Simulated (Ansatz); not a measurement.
## InAs: biaxial strain +2.08 %, plane normal [111], relaxed out of plane

Take InAs in the zinc blende structure (space group F-43m, No. 216; a = 6.110 Å) as the base. Axes: x, y, z lie along the cube axes.

Perturbation: tensile biaxial strain of 2.08 % in the plane normal to [111], as in epitaxy on a mismatched substrate; the out-of-plane cell vector and the atoms relax.

The values are results of r2SCAN, PAW, 500 eV (Ansatz, a quantum-chemistry and plane-wave program; without spin-orbit coupling), not measurements. Γ-centred 9×9×9 mesh, Fermi–Dirac width 0.05 eV.

* **Volume per atom**: 29.35 Å³ (base 28.51 Å³)
* **Space group**: R3m (No. 160) (base F-43m (No. 216))
* **Shortest interatomic distance**: 265.0 pm (base 264.6 pm)
* **Energy relative to the base (free energy F)**: +8.9 meV/atom
* **Pressure (mean of the normal stresses, compression positive)**: -1.56 GPa (base 0.00 GPa)
* **Band gap**: 0.05 eV (base 0.08 eV)
* **Gap character**: indirect, Γ–S₀ (7 % along) → Γ (base direct at Γ)
* **Smallest direct gap**: 0.21 eV (base 0.08 eV)
* **Valley order (the lowest conduction-band minima on the path, energy above the VBM, named in the base's zone)**: Γ 0.05 eV; L along [111] 0.82 eV; L along [1-1-1] 1.17 eV (base Γ 0.08 eV; L along ⟨111⟩ 1.25 eV)
* **Out-of-plane strain**: -1.20 %
* **Ratio −ε⊥/ε∥**: 0.58
* **Mean in-plane stress (compression positive)**: -2.3 GPa

Final structure (turned so that z lies along the plane normal):

```yaml
crystal:
  lattice:
    - [4.40997, 0.00000, 0.00000]
    - [2.20499, 3.81915, 0.00000]
    - [2.20499, -1.27305, 3.48515]
  atoms:
    - { symbol: In, position: [0.00346, 0.99827, 0.99481] }
    - { symbol: As, position: [0.49654, 0.25173, 0.75519] }
```

Whether these cells are dynamically stable was not tested. A zero or small gap of InAs can be the functional's error rather than a property of the material. Labels are those of the standard path for the cell's own space group.
